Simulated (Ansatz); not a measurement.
Ti3Al: pressure series

Start from Ti₃Al (space group P6_3/mmc, No. 194).

```
CELL_PARAMETERS angstrom
      5.74737     0.00000     0.00000
     -2.87369     4.97737     0.00000
      0.00000     0.00000     4.63190
ATOMIC_POSITIONS crystal
  Ti 0.82982 0.65964 0.25000
  Ti 0.17018 0.82982 0.75000
  Ti 0.34036 0.17018 0.25000
  Ti 0.17018 0.34036 0.75000
  Ti 0.82982 0.17018 0.25000
  Ti 0.65964 0.82982 0.75000
  Al 0.33333 0.66667 0.25000
  Al 0.66667 0.33333 0.75000
```

Cell and atoms are relaxed at each pressure.

Calculations: Ansatz (a quantum-chemistry and plane-wave program) r2SCAN, no SOC, earlier PAW set.

```tsv
P (GPa)	V (Å³/atom)
-2.00	16.847
-1.00	16.702
1.80	16.325
4.19	16.030
8.99	15.505
17.98	14.690
30.00	13.832
45.00	12.994
60.00	12.320
```

Fit a third-order Birch–Murnaghan equation of state.

Least squares on P(V) = (3B₀/2)[(V₀/V)^(7/3) − (V₀/V)^(5/3)]·[1 + (3/4)(B₀′ − 4)((V₀/V)^(2/3) − 1)] gives V₀ = 16.56 Å³/atom, B₀ = 122 GPa and B₀′ = 3.5.

Load acts through the strain it causes; cell and atoms are relaxed under it. Whether these cells are dynamically stable was not tested. Competing high-pressure phases were not computed. All final runs are without spin polarisation.
